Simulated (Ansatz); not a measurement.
Hexagonal WC was calculated with rVV10 in Ansatz (plane waves, PAW).

Run with plane-wave cutoff 520 eV, 24×24×20 k mesh (along the axes of the cell as run), Fermi–Dirac smearing 0.05 eV, no spin polarisation, scalar-relativistic PAW data made under PBE.

A third-order Birch–Murnaghan fit to the energies gives V0 = 10.736 Å³/atom, B0 = 365 GPa, B′ = 4.3.

```tsv
V (Å³/atom)	P (GPa)
10.307	?
10.522	7.70
10.736	0.00
10.951	-6.92
11.166	?
```

Question: Estimate the withheld pressures from this fit; the answers are the runs' own values.

Answer: 
- 10.307, P (GPa): 16.27
- 11.166, P (GPa): -13.14

The formula P = (3/2) B0 (x^(7/3) − x^(5/3)) [1 + (3/4)(B′ − 4)(x^(2/3) − 1)] with x = V0/V meets the computed pressures within 0.04 GPa when these rounded values are put in.

Shape and atoms are relaxed at each volume.

Measured, for comparison: bulk modulus 384 ± 0.8 GPa (room temperature, no zero-point or thermal correction, adiabatic, ultrasonic, our sources range from 377 to 412; as tabulated in Compression behavior of WC and WC-6%Co up to 50 GPa (OSTI 1006718)). Computed (rounded) less measured: bulk modulus -5 % (-3 % to -11 % over the range).

Note: the bulk modulus comes from volumes at which shape and atoms were relaxed.

Spin–orbit coupling is not included.

Ansatz is a first-principles code.
